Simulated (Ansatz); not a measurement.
Hypothetical fluorite HfGe2: response to strain

The reference is HfGe2 in the fluorite structure (space group Fm-3m, No. 225; a hypothetical phase, not in the database extracts checked; relaxed with 0.1 eV smearing).

```
CELL_PARAMETERS angstrom
      0.00000     3.17855     3.17855
      3.17855     0.00000     3.17855
      3.17855     3.17855     0.00000
ATOMIC_POSITIONS crystal
  Hf 0.00000 0.00000 0.00000
  Ge 0.25000 0.25000 0.25000
  Ge 0.75000 0.75000 0.75000
```

Cartesian axes are those of the cell as printed.

Strains are applied to the cell and any free atomic positions relax; under biaxial strain the out-of-plane vector relaxes too; under stress the whole cell relaxes.

Calculations: PBEsol (Ansatz, a program for electronic structure, PAW, no spin-orbit coupling), earlier PAW set.

Notes on the quantities. pressure: mean of the normal stresses, compression positive; energy relative to the base: free energy F.

```tsv
variant	pressure	energy relative to the base	volume per atom	space group
base	0.0 GPa	0 meV/atom	21.41 Å³	Fm-3m (No. 225)
biaxial strain −1.70 %, plane normal [001], relaxed out of plane	-5.5 GPa	-26 meV/atom	22.84 Å³	I4/mmm (No. 139)
biaxial strain +0.78 %, plane normal [001], relaxed out of plane	3.5 GPa	-6.9 meV/atom	20.57 Å³	I4/mmm (No. 139)
biaxial strain −2.19 %, plane normal [110], relaxed out of plane	-4.6 GPa	-33 meV/atom	22.53 Å³	Immm (No. 71)
biaxial strain −0.30 %, plane normal [110], relaxed out of plane	-1.0 GPa	-0.5 meV/atom	21.64 Å³	Immm (No. 71)
tensor shear ε_yz = +1.50 %	0.0 GPa	-1.2 meV/atom	21.40 Å³	Immm (No. 71)
uniaxial stress, 3 GPa compression along x	–	-68 meV/atom	20.94 Å³	I4/mmm (No. 139)
```

Stability under load was not tested beyond the relaxation. All final runs are without spin polarisation. Under biaxial strain −1.70 %, plane normal [001], relaxed out of plane, biaxial strain +0.78 %, plane normal [001], relaxed out of plane and biaxial strain −2.19 %, plane normal [110], relaxed out of plane and more the cell ends below the base's energy or with stress of the wrong sign: the atoms slid into a distortion or the cell is elastically unstable, so the base is not a stable minimum at this level. HfGe2 has a high density of states at the Fermi level and may be magnetic at this level. Under uniaxial stress, 3 GPa compression along x the cell changed shape so far that it is another structure.
